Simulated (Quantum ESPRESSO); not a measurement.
Input and output of a self-consistent single point for Ag₇NO₁₁ (Fmm2, 19 atoms in the cell) (Quantum ESPRESSO).

Computed with LDA (PZ), PSlibrary PAW (LDA) pseudopotentials (plane waves; Quantum ESPRESSO).

```xyz
19
Lattice="4.8056 0.0000 5.0314 4.8056 4.9879 0.0000 0.0000 4.9879 5.0314" Properties=species:S:1:pos:R:3 pbc="T T T"
Ag     7.1756     4.9879     7.5331
Ag     2.4356     4.9879     7.5331
Ag     4.8056     2.4619     7.4783
Ag     4.8056     7.5140     7.4783
Ag     7.2084     7.4819    10.0314
Ag     2.4028     2.4940     5.0000
Ag     4.8056     4.9879     4.9846
N      4.8056     4.9879     0.1538
O      4.8056     8.8804     4.5687
O      4.8056     1.0955     4.5687
O      3.4350     6.3748     6.3903
O      6.1761     3.6011     6.3903
O      6.1761     6.3748     6.3903
O      3.4350     3.6011     6.3903
O      3.4136     6.3730     3.6051
O      6.1976     3.6029     3.6051
O      6.1976     6.3730     3.6051
O      3.4136     3.6029     3.6051
O      4.8056     4.9879     1.4167
```

Reference input (self-consistent single point, DFT, LDA (PZ), plane waves, PSlibrary PAW (LDA) pseudopotentials): ecutwfc = 55 Ry; ecutrho = 385 Ry; occupations = smearing; smearing = cold; degauss = 0.0147 Ry; K_POINTS = automatic 3 3 3 1 1 1; conv_thr = 1e-10 Ry; mixing_beta = 0.4. This run's input differs from it in these lines:

```diff
@@ -50,3 +50,3 @@
 K_POINTS {automatic}
-3 3 3  1 1 1
+1 1 1  1 1 1
```

The program printed (abridged):

```
     Self-consistent Calculation

     iteration #  1     ecut=    55.00 Ry     beta= 0.40
     Minimization algorithm failed to find Fermi energy: reverting to bisection
     Possible cause: smearing is larger than the electronic band-gap.

     total energy              =   -2890.60391966 Ry
     estimated scf accuracy    <       4.30202825 Ry

     iteration #  2     ecut=    55.00 Ry     beta= 0.40

     total energy              =   -2891.44662515 Ry
     estimated scf accuracy    <       4.20611862 Ry

     iteration #  3     ecut=    55.00 Ry     beta= 0.40
   [... lines left out ...]
     Possible cause: smearing is larger than the electronic band-gap.

     WARNING: integrated charge=   148.00036893, expected=   148.00000000

     total energy              =   -2892.35546723 Ry
     estimated scf accuracy    <       0.00000816 Ry

     iteration #100     ecut=    55.00 Ry     beta= 0.40
     Minimization algorithm failed to find Fermi energy: reverting to bisection
     Possible cause: smearing is larger than the electronic band-gap.

     WARNING: integrated charge=   148.00036812, expected=   148.00000000

     total energy              =   -2892.35546723 Ry
     estimated scf accuracy    <       0.00000821 Ry
     End of self-consistent calculation

     convergence NOT achieved after 100 iterations: stopping

   JOB DONE.
```

The run ended unconverged after 100 iterations.  The full log also holds: “WARNING: integrated charge=   148.00334064, expected=   148.00000000”. The full log also holds: “WARNING: integrated charge=   148.00311000, expected=   148.00000000”.

The starting cell comes from a database of computed structures (which also holds hypothetical and non-ambient phases and stackings), without a prior relaxation at this level.

Cost on one core of a shared machine: roughly 10 min.
